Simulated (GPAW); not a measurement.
Input and output of a self-consistent single point for Cs₂TaCuI₆ (Fm-3m, 10 atoms in the cell) (GPAW).

Method of the run: LDA (Perdew-Wang 92)+U, GPAW PAW datasets LDA (gpaw-data 1.0.1) (plane waves; GPAW).

```
Cs2TaCuI6
1.0
    0.00000     5.78487     5.78487
    5.78487     0.00000     5.78487
    5.78487     5.78487     0.00000
Cs Ta Cu I
2 1 1 6
Direct
  0.75000   0.75000   0.75000
  0.25000   0.25000   0.25000
  0.50000   0.50000   0.50000
  0.00000   0.00000   0.00000
  0.74781   0.25219   0.25219
  0.25219   0.74781   0.74781
  0.25219   0.74781   0.25219
  0.74781   0.25219   0.74781
  0.25219   0.25219   0.74781
  0.74781   0.74781   0.25219
```
Moments meant for the start (each program seeds them in its own way; μB, in the order of the atoms Cs Cs Ta Cu I I I I I I): 0.0 0.0 1.0 0.0 0.0 0.0 0.0 0.0 0.0 0.0.

Reference input (self-consistent single point, DFT LDA (Perdew-Wang 92), plane waves, GPAW PAW datasets LDA (gpaw-data 1.0.1)): spinpol = true; mode = pw; ecut = 850 eV; xc = LDA; kpts = 3 3 3; mesh shift (steps) = 0 0 0; occupations.name = marzari-vanderbilt; occupations.width = 0.272 eV; nbands = -14; convergence.density = 1e-05 e/electron; convergence.energy = 1e-05 eV/electron; symmetry.symmorphic = false. This run's input differs from it in these lines:

```diff
@@ -25,2 +25,3 @@
             xc='LDA',
+            setups={'Ta': ':d,7.0'},
             kpts=(3, 3, 3),
```

Log, with long lists cut:

```
     iter     time        total  log10-change:  magmom
                         energy   eigst   dens
iter:   1 --:--:--   -30.140637                   +1.0023
iter:   2 --:--:--   -30.442699   -1.20  -1.39    +1.4828
iter:   3 --:--:--   -30.352692   -2.14  -1.46    +1.5875
iter:   4 --:--:--   -31.612899   -0.81  -1.52    +2.0752
iter:   5 --:--:--   -31.345008   -2.57  -1.66    +2.3165
   [... 17 lines left out ...]
iter:  23 --:--:--   -32.514895   -4.35  -2.57    +3.4231
iter:  24 --:--:--   -32.511714   -3.59  -2.62    +3.4271
iter:  25 --:--:--   -32.511016   -4.11  -2.88    +3.4257
   [... lines left out ...]
   [... 5 lines left out ...]
iter:  37 --:--:--   -32.511486c  -6.48  -3.82    +3.3974
iter:  38 --:--:--   -32.511481c  -6.89  -3.87    +3.3967
iter:  39 --:--:--   -32.511475c  -6.84  -4.00    +3.3965
iter:  40 --:--:--   -32.511479c  -6.82  -4.20    +3.3967
iter:  41 --:--:--   -32.511479c  -8.06c -4.61    +3.3967
iter:  42 --:--:--   -32.511479c  -7.87c -4.67    +3.3967
iter:  43 --:--:--   -32.511479c  -8.54c -4.75    +3.3967
iter:  44 --:--:--   -32.511479c  -8.01c -4.84    +3.3967
iter:  45 --:--:--   -32.511479c  -8.49c -4.99    +3.3967
iter:  46 --:--:--   -32.511479c  -8.85c -5.12c   +3.3967
Converged after 46 iterations.

Dipole moment: (-0.000000, -0.000000, 0.000000) |e|*Ang

Total magnetic moment: (0.000000, 0.000000, 3.396722)
Local magnetic moments:
   0 Cs ( 0.000000,  0.000000,  0.000690)
   1 Cs ( 0.000000,  0.000000,  0.000690)
   2 Ta ( 0.000000,  0.000000,  2.502451)
   3 Cu ( 0.000000,  0.000000,  0.086478)
   4 I  ( 0.000000,  0.000000,  0.028243)
   5 I  ( 0.000000,  0.000000,  0.028243)
   6 I  ( 0.000000,  0.000000,  0.028243)
   7 I  ( 0.000000,  0.000000,  0.028243)
   8 I  ( 0.000000,  0.000000,  0.028243)
   9 I  ( 0.000000,  0.000000,  0.028243)

Energy contributions relative to reference atoms: (reference = -2052442.858533)

Kinetic:        +58.533338
Potential:      -49.665039
External:        +0.000000
XC:             -40.696182
Entropy (-ST):   +0.155424
Local:           -0.839020
   [... lines left out ...]
Free energy:    -32.511479
Fermi level: 2.88551
No gap
   [... lines left out ...]
  4 I    -1.19353   -0.00000   -0.00000
  5 I     1.19353   -0.00000    0.00000
  6 I     0.00000   -1.19353   -0.00000
  7 I     0.00000    1.19353   -0.00000
  8 I    -0.00000    0.00000   -1.19353
  9 I    -0.00000   -0.00000    1.19353

Stress tensor:
     0.004268     0.000000     0.000000
     0.000000     0.004268    -0.000000
     0.000000    -0.000000     0.004268
Stress (GPa, Voigt): [ 0.6839  0.6839  0.6839 -0.      0.      0.    ]
```

The run converged in 46 iterations. GPAW prints stress with tension positive. Against the reference run the pressure goes from -2.88 to -0.68 GPa, the largest force goes from 0.126 to 1.194 eV/Å and the size of the net moment goes from 0.19 to 0.34 μB/atom.

The starting cell comes from a database of computed structures (which also holds hypothetical and non-ambient phases and stackings), without a prior relaxation at this level. Its lattice was rescaled by a random factor within 2.5 % of one. With one magnetic atom in the cell only a parallel order is possible. With U or open f shells several self-consistent states can exist. Forces in this geometry exceed 1 eV/Å.

Cost on one core of a shared machine: roughly 10 min.
